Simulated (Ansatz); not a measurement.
**CdTe under a change: uniaxial strain ε_zz = +1.00 %**

Start from CdTe in the zinc blende structure (space group F-43m, No. 216; a = 6.409 Å). Axes: x, y, z lie along the cube axes.

Now apply this change: uniaxial strain ε_zz = +1.00 %, all other strain components held at zero; the atoms relax in the strained cell.

Computed with DFT with LDA, PAW potentials and a 420 eV plane-wave cutoff in Ansatz (a quantum-chemistry and plane-wave program), no spin-orbit coupling. k-mesh 9×9×9 (Γ-centred); smearing 0.05 eV (Fermi–Dirac).

The volume per atom grows by 0.33 Å³ (32.90 Å³ → 33.23 Å³) and the shortest interatomic distance rises by 0.009 Å to 2.784 Å. The energy increases by 0.6 meV/atom and the pressure (mean of the normal stresses, compression positive) goes from zero to -4.5 kbar. The band gap shrinks by 0.04 eV (0.61 eV → 0.57 eV) and the gap character is still direct at Γ. The electron mass goes from 0.050 mₑ (at Γ) to 0.049 mₑ (at Γ) and the valence-band top at Γ (three highest levels, from the VBM) goes from 0.00, 0.00, 0.00 eV to 0.00, 0.00, -0.03 eV. The valley order (the lowest conduction-band minima on the path, energy above the VBM, named in the base's zone) goes from Γ 0.61 eV; L along ⟨111⟩ 1.68 eV to Γ 0.57 eV; L along [111] 1.66 eV and the stress (xx, yy, zz, yz, xz, xy; compression positive) amounts to (-0.39, -0.39, -0.58, 0.00, 0.00, 0.00) GPa.

Cost of the whole job for the changed cell (relaxation, final SCF and bands): very roughly 40 core-seconds.

With Te present, leaving out spin-orbit coupling can change the band edges. Masses are band curvatures over ±0.01 Å⁻¹ around the edge. Whether these cells are dynamically stable was not tested. Labels are those of the standard path for the cell's own space group.
